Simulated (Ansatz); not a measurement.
An Ansatz (an electronic-structure program) input (Ansatz r2SCAN, no SOC):

Ansatz 0.2 input:
```yaml
crystal:
  lattice:
    - [0, 0, -3.2938986059]
    - [-2.8429113375, -2.8429113375, -1.6469493029]
    - [-2.8429113375, 2.8429113375, -1.6469493029]
  atoms:
    - { symbol: Sn, position: [0.25, 0.5, 0.5] }
    - { symbol: Sn, position: [0, 0, 1] }
basis: { ecutwfc: 500, ecutrho_ratio: 4, xc_grid: 4, fft_grid_basis: typed }
kpoints: { mp_grid: { grid: [21, 21, 21] } }
hamiltonian:
  xc: r2scan
  dispersion: none
  pseudopotentials: { kind: paw }
scf: { occupations: { method: fermi_dirac, width: 0.1 }, convergence: { dr2_threshold: 0.0000000002 } }
output: { forces: true, stress: true }
checkpoint: { write: state.ck, write_every: 1000 }
```

Problem. Which symmetry and how many k-points will the program report, and about how many plane waves at Γ?

Solution. Space group I41/amd (ITA 141) with 16 operations, k-points 726 of 9261, and 1335 plane waves at Γ.

Problem. And the final pressure?

Solution. 2.56 GPa (compression positive).

A biaxial case was relaxed in a doubled cell and then solved in the primitive one. The cells carry an imposed strain or load. Stability against distortions was not tested. The cell was made from Sn (space group I4_1/amd, No. 141) by this change: biaxial strain −3.41 %, plane normal [001], relaxed out of plane.
